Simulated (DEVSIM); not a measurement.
Structure: GaP p-i-n diode, at 400 K.

| layer (left to right) | material | thickness (μm) | Nd (cm⁻³) | Na (cm⁻³) | τn (s) | τp (s) |
|---|---|---|---|---|---|---|
| 1 | GaP | 1.60 | - | 1.4e19 | 2.8e-6 | 2.8e-6 |
| 2 | GaP | 11.0 | 1.6e13 | - | 2.8e-6 | 2.8e-6 |
| 3 | GaP | 0.320 | 3.5e17 | - | 2.8e-6 | 2.8e-6 |

Left contact: ohmic. Right contact: ohmic. Voltage is applied to the left contact. Recombination: SRH at mid-gap. Mobility is constant in doping. Where it depends on doping, it is μmin + (μ − μmin)/(1 + (N/Nref)^α).

Constants are typed, rounded textbook-type inputs, not results; the design itself was drawn at random and stands for no fabricated device. Values at 300 K; Nc and Nv go as T^1.5, mobilities as T to minus their exponent, the gap by Varshni's rule with the affinity fixed. The table also holds parameters that only a changed run uses.

| parameter | GaP |
|---|---|
| gap (eV) | 2.26 |
| affinity (eV) | 3.8 |
| permittivity | 11.1 |
| Nc (cm⁻³) | 1.8e19 |
| Nv (cm⁻³) | 1.9e19 |
| μn (cm²/Vs) | 250 |
| μp (cm²/Vs) | 150 |
| μn,min | 10 |
| μp,min | 10 |
| Nref,n | 4.4e18 |
| Nref,p | 1e18 |
| αn | 0.8 |
| αp | 0.85 |
| T exponent of μn | 1.6 |
| T exponent of μp | 1.98 |
| Cn (cm⁶/s) | 1e-30 |
| Cp (cm⁶/s) | 1e-30 |
| Varshni α (eV/K) | 0.00058 |
| Varshni β (K) | 372 |

Simulated with DEVSIM: 1D drift-diffusion, Boltzmann statistics, complete ionisation; no tunnelling, impact ionisation, image-force lowering or self-heating.

Base results: dark forward voltage at 1 A/cm² (V) 1.628; potential step across the device at zero bias (V) 2.041; dark forward voltage at 100 A/cm² (V) 1.859.

Q: What follows from this one change: doping Na of layer 1 1.4e+19 → 4.2e+18 cm^-3?

A: dark forward voltage at 1 A/cm² little changed (1.627 V); potential step across the device at zero bias 2.041 → 2.000 V; dark forward voltage at 100 A/cm² 1.859 → 1.855 V.

Q: What follows from this one change: temperature 400 → 500 K?

A: dark forward voltage at 1 A/cm² 1.628 → 1.417 V; potential step across the device at zero bias 2.041 → 1.922 V; dark forward voltage at 100 A/cm² 1.859 → 1.710 V.
